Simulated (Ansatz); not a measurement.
## Several settings converged on CaPt₂ (R3m, 6 atoms in the cell)

```
CaPt2
1.0
    0.00000     3.81133     3.81133
    3.81133     0.00000     3.81133
    3.81133     3.81133     0.00000
Ca Pt
2 4
Direct
  0.00379   0.00379   0.00379
  0.25000   0.25000   0.25000
  0.12500   0.62500   0.62500
  0.62500   0.62500   0.12500
  0.62500   0.12500   0.62500
  0.62500   0.62500   0.62500
```

Base method: PBEsol, default PAW files made with PBE (plane waves; Ansatz, an electronic-structure program).

Base settings: basis.ecutwfc = 30.9 Ry; kpoints.mp_grid.grid = 8 8 8; hamiltonian.xc = pbesol; hamiltonian.pseudopotentials = {kind: paw} (the program's default PAW files); scf.occupations.method = gaussian; scf.occupations.width = 0.0073 Ry.

The count of work is k-points × plane waves × bands × iterations; it is no time. 

**Shifted k-point meshes**

In this ladder: kpoints.mp_grid.shift = 0.5 0.5 0.5.

Only quantities that move along the ladder and can be compared are tabulated.

| kpoints.mp_grid.grid | free energy less the last step's (meV/atom) | pressure (GPa) | largest difference of a force vector from the last step's (eV/Å) | count of work / last |
|---|---|---|---|---|
| 2 2 2 | -0.37 | -1.17 | 0.256 | 0.0043 |
| 4 4 4 | 2.65 | -1.02 | 0.039 | 0.025 |
| 6 6 6 | 0.64 | -1.03 | 0.027 | 0.069 |
| 8 8 8 | -0.03 | -1.03 | 0.018 | 0.15 |
| 10 10 10 | 0.00 | -1.04 | 0.001 | 0.27 |
| 16 16 16 | 0.00 | -1.04 | 0.000 | 1.0 |

Coarsest kpoints.mp_grid.grid that holds the pressure within 0.1 GPa of the last step, with all finer ones: 4 4 4, at 0.025 of the last step's count of work; the step before is off by 0.13 GPa.

Coarsest kpoints.mp_grid.grid that holds the forces within 0.005 eV/Å of the last step, with all finer ones: 10 10 10, at 0.27 of the last step's count of work; the step before is off by 0.018 eV/Å.

Coarsest kpoints.mp_grid.grid that holds the free energy within 0.5 meV/atom of the last step, with all finer ones: 8 8 8, at 0.15 of the last step's count of work; the step before is off by 0.64 meV/atom.

**The k-point mesh at a smearing width of 0.3 eV**

In this ladder: scf.occupations.width = 0.022 Ry.

Only quantities that move along the ladder and can be compared are tabulated.

```tsv
kpoints.mp_grid.grid	free energy less the last step's (meV/atom)	pressure (GPa)	count of work / last
3 3 3	-81.96	-1.39	0.015
4 4 4	-22.72	-1.14	0.038
5 5 5	1.33	-1.00	0.055
7 7 7	2.40	-1.04	0.13
10 10 10	-0.06	-1.02	0.34
15 15 15	0.00	-1.02	1.0
```

Coarsest kpoints.mp_grid.grid that holds the free energy within 5 meV/atom of the last step, with all finer ones: 5 5 5, at 0.055 of the last step's count of work; the step before is off by 23 meV/atom.

Coarsest kpoints.mp_grid.grid that holds the pressure within 0.1 GPa of the last step, with all finer ones: 5 5 5, at 0.055 of the last step's count of work; the step before is off by 0.11 GPa.

On the base run: the starting cell comes from a database of computed structures (which also holds hypothetical and non-ambient phases and stackings), without a prior relaxation at this level. Its lattice was rescaled by up to half a per cent. One atom was moved a little off its site on purpose. Spin polarisation is off. Ansatz's pressure includes its estimate of the finite-basis (Pulay) stress.

Keys are those of Ansatz 0.2.
